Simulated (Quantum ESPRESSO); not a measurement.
Quantum ESPRESSO run on NaCu3O4 (Cm, 8 atoms in the cell): self-consistent single point.

Level of theory: PBEsol, SSSP 1.1.2 precision (PBE) pseudopotentials (plane waves; Quantum ESPRESSO 7.5).

```xyz
8
Lattice="5.3681 -2.7029 0.0000 5.3681 2.7029 0.0000 -0.0042 0.0000 3.4798" Properties=species:S:1:pos:R:3 pbc="T T T"
Na     0.0706     0.0000     1.7562
Cu     8.1721     0.0000     0.0042
Cu     2.6305     0.0000     0.0303
Cu     5.3916     0.0000     3.4490
O      4.0003     1.3116     0.0291
O      4.0003    -1.3116     0.0291
O      6.7970     1.3073     3.4708
O      6.7970    -1.3073     3.4708
```

Reference input (self-consistent single point, DFT, LDA (PZ), plane waves, GBRV 1.5 ultrasoft (LDA) pseudopotentials): ecutwfc = 50 Ry; ecutrho = 400 Ry; occupations = smearing; smearing = gaussian; degauss = 0.0099958 Ry; potentials = {Na: na_lda_v1.5.uspp.F.UPF, Cu: cu_lda_v1.2.uspp.F.UPF, O: o_lda_v1.2.uspp.F.UPF}; K_POINTS = automatic 4 4 6 0 0 0; conv_thr = 1e-11 Ry; mixing_beta = 0.7. This run's input differs from it in these lines:

```diff
@@ -11,4 +11,4 @@
     ntyp = 3
-    ecutwfc = 50
-    ecutrho = 400
+    ecutwfc = 75
+    ecutrho = 600
     occupations = 'smearing'
@@ -16,2 +16,3 @@
     degauss = 0.0099958
+    input_dft = 'pbesol'
 /
@@ -22,5 +23,5 @@
 ATOMIC_SPECIES
-Na    22.9898  na_lda_v1.5.uspp.F.UPF
-Cu    63.5460  cu_lda_v1.2.uspp.F.UPF
-O     15.9990  o_lda_v1.2.uspp.F.UPF
+Na    22.9898  Na_ONCV_PBE-1.0.oncvpsp.upf
+Cu    63.5460  Cu_ONCV_PBE-1.0.oncvpsp.upf
+O     15.9990  O.pbe-n-kjpaw_psl.0.1.UPF
 ATOMIC_POSITIONS crystal
```

Output, abridged:

```
     Self-consistent Calculation

     iteration #  1     ecut=    75.00 Ry     beta= 0.70

     total energy              =   -1343.02597729 Ry
     estimated scf accuracy    <       1.42225839 Ry

     iteration #  2     ecut=    75.00 Ry     beta= 0.70

     total energy              =   -1342.98416420 Ry
     estimated scf accuracy    <       5.76467043 Ry

     iteration #  3     ecut=    75.00 Ry     beta= 0.70

     total energy              =   -1343.70277427 Ry
     estimated scf accuracy    <       0.85597789 Ry

   [... 10 blocks of this kind left out ...]

     iteration # 14     ecut=    75.00 Ry     beta= 0.70

     total energy              =   -1343.83221979 Ry
     estimated scf accuracy    <          1.0E-10 Ry

     iteration # 15     ecut=    75.00 Ry     beta= 0.70
     End of self-consistent calculation

     the Fermi energy is     7.5382 ev

!    total energy              =   -1343.83221979 Ry
     estimated scf accuracy    <          3.3E-12 Ry
     smearing contrib. (-TS)   =      -0.00232371 Ry
     internal energy E=F+TS    =   -1343.82989608 Ry

     convergence has been achieved in  15 iterations

     Forces acting on atoms (cartesian axes, Ry/au):

     atom    1 type  1   force =    -0.00266560    0.00000000   -0.00106537
     atom    2 type  2   force =    -0.02005517    0.00000000   -0.00313299
     atom    3 type  2   force =     0.02120464    0.00000000   -0.00283000
     atom    4 type  2   force =     0.00166721    0.00000000    0.00367802
     atom    5 type  3   force =     0.00049146   -0.02377841    0.00152367
   [... lines left out ...]

     Total force =     0.054778     Total SCF correction =     0.000009

          total   stress  (Ry/bohr**3)                   (kbar)     P=      -35.89
  -0.00027207   0.00000000  -0.00000373          -40.02        0.00       -0.55
   0.00000000  -0.00029562   0.00000000            0.00      -43.49        0.00
  -0.00000373   0.00000000  -0.00016416           -0.55        0.00      -24.15

   JOB DONE.
```

The run converged in 15 iterations. Against the reference run the pressure goes from -7.44 to -3.59 GPa and the largest force goes from 0.699 to 0.613 eV/Å. The full log also holds: “c_bands:  1 eigenvalues not converged”.

The starting cell comes from a database of computed structures (which also holds hypothetical and non-ambient phases and stackings), without a prior relaxation at this level. Its lattice was rescaled by a random factor within 2.5 % of one. Spin polarisation is off, so a magnetic state, if there is one, cannot be reached. With a pressure of about -4 GPa the cell is away from its equilibrium volume at this level. The run gives no clean gap (levels at the Fermi energy touch, overlap or are partly filled at this smearing), which alone does not show that the compound is a metal.

Cost on one core of a shared machine: roughly 3 min.
